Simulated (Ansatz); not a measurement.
Consider BeS in the zinc blende structure (space group F-43m, No. 216).

```
BeS
1.0
    0.00000     2.41900     2.41900
    2.41900     0.00000     2.41900
    2.41900     2.41900     0.00000
S Be
1 1
Cartesian
  3.62849   3.62849   3.62849
  0.00000   0.00000   0.00000
```

Cartesian axes are those of the cell as printed.

Computed with PBEsol/PAW in Ansatz (a program for electronic structure), scalar-relativistic without spin-orbit coupling.

For the base:

| Quantity | Value |
|---|---|
| Electron mass | 0.80 mₑ along k, 0.28 mₑ across (at X) |

One thing is altered: uniaxial strain ε_zz = −3.27 %, all other strain components held at zero; the atoms relax in the strained cell.

Task: What happens to the electron mass and hole mass?

Result: The electron mass changes from 0.80 mₑ along k, 0.28 mₑ across (at X) to 0.74 mₑ along k, 0.29 mₑ across (at X); the hole mass comes out as 0.34 mₑ along z, 0.50 mₑ across (at Γ).

The levels and masses belong to the bands next to the band gap. Masses are band curvatures over ±0.01 Å⁻¹ around the edge. Along k means along the line from Γ to the band edge. Stability against distortions was not tested.
